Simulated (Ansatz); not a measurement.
## Pressure series in Pt

Take Pt in the fcc (Cu type) structure (space group Fm-3m, No. 225) as the base.

```xyz
1
Lattice="0.0000 1.9701 1.9701 1.9701 0.0000 1.9701 1.9701 1.9701 0.0000" Properties=species:S:1:pos:R:3 pbc="T T T"
Pt     0.0000     0.0000     0.0000
```

Cell and atoms are relaxed at each pressure.

Level of theory: r2SCAN (Ansatz, a quantum-chemistry and plane-wave program, PAW, no spin-orbit coupling).

| P (GPa) | V (Å³/atom) |
|---|---|
| -2.01 | 15.410 |
| -1.01 | 15.352 |
| 3.00 | 15.131 |
| 7.00 | 14.929 |
| 14.99 | 14.571 |
| 29.99 | 14.016 |
| 49.98 | 13.431 |
| 74.98 | 12.856 |
| 99.99 | 12.393 |

Question: Fit a third-order Birch–Murnaghan equation of state.

Answer: Least squares on P(V) = (3B₀/2)[(V₀/V)^(7/3) − (V₀/V)^(5/3)]·[1 + (3/4)(B₀′ − 4)((V₀/V)^(2/3) − 1)] gives V₀ = 15.29 Å³/atom, B₀ = 273 GPa and B₀′ = 5.2.

Measured bulk modulus of Pt: 289 GPa (static lattice; corrected from measurement; as listed in H. Levämäki et al., Physical Review B (2014)); the computed value is 5 % below it.

Load acts through the strain it causes; cell and atoms are relaxed under it. Stability against distortions was not tested. Competing high-pressure phases were not computed. The final runs are not spin-polarised.
